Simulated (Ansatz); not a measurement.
The starting structures come from a database of crystals and need not be the phases stable at ambient conditions.

**Evanescent states of CsHS (I4/m, not sure to be the ambient phase, 12 atoms a cell, 26.4 Å³ an atom) along the normal of (100)**

Method: r2SCAN (plane waves, PAW; Ansatz, a program for electronic structure).

The gap is the functional's own. No spin-orbit coupling. Mid-gap values are interpolated on the energy grid.

Energies count from the valence-band top; κ is the least over a 4×4 mesh across the current.

```csv
E (eV),κ (1/Å),where
0.10,0.189,Γ
0.28,0.229,Γ
0.47,0.256,Γ
0.67,0.274,Γ
0.85,0.288,Γ
1.04,?,Γ
1.24,?,Γ
1.43,?,Γ
1.61,?,Γ
1.80,?,Γ
2.00,?,Γ
2.19,?,Γ
2.38,?,Γ
2.56,?,Γ
2.75,?,Γ
2.94,?,Γ
3.13,0.235,Γ
3.33,0.212,Γ
3.52,0.181,Γ
3.71,0.136,Γ
3.90,0.010,Γ
```

**Question.** What belongs in the gaps?

**Answer.** 
- 1.04, κ (1/Å): 0.297
- 1.24, κ (1/Å): 0.303
- 1.43, κ (1/Å): 0.306
- 1.61, κ (1/Å): 0.307
- 1.80, κ (1/Å): 0.306
- 2.00, κ (1/Å): 0.303
- 2.19, κ (1/Å): 0.297
- 2.38, κ (1/Å): 0.290
- 2.56, κ (1/Å): 0.280
- 2.75, κ (1/Å): 0.268
- 2.94, κ (1/Å): 0.254
